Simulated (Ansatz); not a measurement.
LiNO₃ (R-3c, No. 167; cell taken from a computed entry), treated with r²SCAN+rVV10 (Ansatz, a first-principles code, plane waves, PAW).

Run with plane-wave cutoff 500 eV, 10×10×10 k mesh, Fermi–Dirac smearing 0.05 eV, scalar-relativistic PAW data made under PBE.

Cell (relaxed at this level):

```xyz
10
Lattice="2.3245 1.3421 4.9245 -2.3245 1.3421 4.9245 0.0000 -2.6841 4.9245" Properties=species:S:1:pos:R:3 pbc="T T T"
Li     0.0000     0.0000     0.0000
Li     0.0000     0.0000     7.3868
N      0.0000     0.0000     3.6934
N      0.0000     0.0000    11.0802
O     -1.0739     1.3421     8.6179
O      1.0739    -1.3421     6.1557
O     -0.6253    -1.6011     8.6179
O      0.6253     1.6011     6.1557
O      1.6992     0.2590     8.6179
O     -1.6992    -0.2590     6.1557
```

Problem. Predict the band gap.

Solution. 
band gap: 3.67 eV (on the SCF k mesh)

Note: the relaxation could not lower the start's symmetry, so the cell can be a saddle point above a distorted one.
